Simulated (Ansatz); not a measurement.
```yaml
crystal:
  lattice:
    - [4.47959, 0.00000, 0.00000]
    - [2.23980, 3.87944, 0.00000]
    - [2.23980, -1.29315, 3.44255]
  atoms:
    - { symbol: Se, position: [0.49137, 0.25431, 0.76294] }
    - { symbol: Hg, position: [0.00863, 0.99569, 0.98706] }
```

No spin polarisation.

Computed with PBEsol (Ansatz, an electronic-structure program, PAW, no SOC). k-mesh 9×9×9 (Γ-centred); smearing 0.05 eV (Fermi–Dirac).

Predict the pressure (mean of the normal stresses, compression positive).

-1.8 GPa.

What space group does the calculation give?

R3m (No. 160).

The cells carry an imposed strain or load. Whether these cells are dynamically stable was not tested. The cell was made from HgSe in the zinc blende structure (space group F-43m, No. 216) by this change: biaxial strain +3.29 %, plane normal [111], relaxed out of plane.
